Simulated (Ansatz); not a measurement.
Base system: BN in the h-BN type structure (space group P6_3/mmc, No. 194; a = 2.5058 Å, c = 6.6162 Å; layered, stacked along the Cartesian z axis).

Computed with Kohn–Sham DFT with the PBE-D3(BJ) functional, run in Ansatz (a quantum-chemistry and plane-wave program) with PAW and 420 eV plane waves, scalar-relativistic without spin-orbit coupling, earlier PAW set.

For the base:

| Item | Result |
|---|---|
| Lattice parameter a | 2.506 Å |
| Band gap | 4.24 eV |
| Smallest direct gap | 4.64 eV |
| c/a ratio | 2.640 |

Now apply this change: a hydrostatic pressure of 1.8 GPa.

Q: How does this affect the lattice parameter a, band gap, smallest direct gap and c/a ratio?

A: The lattice parameter a falls by 0.004 Å to 2.502 Å; the band gap decreases by 0.08 eV to 4.16 eV; the smallest direct gap shrinks by 0.105 eV to 4.53 eV; the c/a ratio shrinks by 0.117 (2.640 → 2.523).

Load acts through the strain it causes; cell and atoms are relaxed under it. Whether these cells are dynamically stable was not tested.
